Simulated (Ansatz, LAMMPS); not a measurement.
Ge lens of 45 atoms, radius 0.80 nm, coherent in Si, 6x6x6 cubic cells at the host's lattice parameter

Cell 32.82 × 32.82 × 32.82 Å, Si1683Ge45, 1728 atoms. Prepared with Tersoff's 1989 multicomponent potential (SiCGe.tersoff) (LAMMPS): minimisation. 

Level of theory: PBE, support functions at accuracy medium on the grid of 370 eV (norm-conserving potentials; Ansatz, a first-principles code).

Basis: localised support functions (accuracy medium) on a full density matrix. k-points: zone centre alone; occupations: Fermi-Dirac, 0.010 eV; spin polarisation not allowed. Scalar-relativistic, no spin-orbit coupling.

| Quantity | Value |
|---|---|
| energy over the perfect crystal(s), per atom | 2 meV/atom |
| Kohn-Sham gap of the cell on its k-mesh | 0.56 eV |
| weight of the highest filled level on the dot | 0.15 |
| weight of the lowest empty level on the dot | 0.01 |
| coordination (neighbours within 2.839 Å) | 100.0 % 4-fold |
| Ge-Ge bonds, mean ± spread | 2.437 ± 0.007 Å |
| Ge-Si bonds, mean ± spread | 2.402 ± 0.006 Å |
| Si-Si bonds, mean ± spread | 2.367 ± 0.003 Å |
| bond angles, mean ± spread | 109.5° ± 0.5° |
| pressure | 0.16 GPa |
| cost of the final run | about 3 core-hours (a rough figure), 18 SCF iterations, 35 GiB |
